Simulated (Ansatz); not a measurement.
Base system: InP in the zinc blende structure (space group F-43m, No. 216; a = 5.9070 Å).

Perturbation: a hydrostatic pressure of 3 GPa.

Levels (all Ansatz, a first-principles code, PAW): r2SCAN (500 eV, no spin-orbit coupling); HSE06+SOC (420 eV, with spin-orbit coupling).

The geometry is relaxed with r2SCAN.

```
Property                                    Value
----------------------------  -------------------
r2SCAN band gap                           1.26 eV
r2SCAN valence-band top at Γ  0.00, 0.00, 0.00 eV
```

Q: How does going to HSE06+SOC change the band gap and valence-band top at Γ?

A: The band gap increases by 0.31 eV (1.26 eV → 1.57 eV); the valence-band top at Γ (three highest Kramers pairs, from the VBM) changes from 0.00, 0.00, 0.00 eV to 0.00, 0.00, -0.12 eV. The threefold valence maximum splits by Δso ≈ 0.12 eV.

Single points use the geometry relaxed with r2SCAN. Their cutoffs differ, which shifts pressures a little. Differences between runs with and without spin-orbit coupling are approximate. Load acts through the strain it causes; cell and atoms are relaxed under it. Stability against distortions was not tested. Tetrahedral semiconductors of this kind turn to denser phases somewhere between about 1 and 50 GPa; those were not computed, so compressed cells here can lie past the real transition.
